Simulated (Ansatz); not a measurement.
```yaml
crystal:
  lattice:
    - [3.46628, 0.00000, 0.00000]
    - [0.00000, 3.46628, 0.00000]
    - [0.00000, 0.00000, 6.27330]
  atoms:
    - { symbol: Hf, position: [0.00000, 0.50000, 0.85189] }
    - { symbol: Hf, position: [0.50000, 0.00000, 0.14811] }
    - { symbol: Au, position: [0.00000, 0.50000, 0.37271] }
    - { symbol: Au, position: [0.50000, 0.00000, 0.62729] }
```

Method: PBEsol, DFPT electron-phonon coupling, linearised Boltzmann equation (plane waves, PAW, scalar-relativistic; Ansatz, a quantum-chemistry and plane-wave program). Cell: relaxed with this functional, without spin-orbit coupling.

Task: What phonon-limited resistivity does this give at 300 K?

Result: 13.3 (x), 13.3 (y), 22 (z) μΩ·cm.

Task: How long is the mean free path there?

Result: 9.4 (x), 9.4 (y), 8.9 (z) nm, weighted by the current that each state carries. Wires not much wider than this gain resistivity from their walls.

A metal at this level (no band gap). Only scattering by harmonic phonons is included (no impurities, grain boundaries, electron-electron scattering or thermal expansion). Spin-orbit coupling is left out, which matters with elements this heavy. Halving the electron mesh (24x24x16) moves the resistivity by up to 6 % at 300 K, the mean free path by up to 2 %. Smearing 0.20 eV; phonons on a 4x4x3 q mesh, which this run doesn't test.

Computed structure with no diffraction record at hand here (it may be known, metastable or hypothetical): HfAu (P4/nmm).
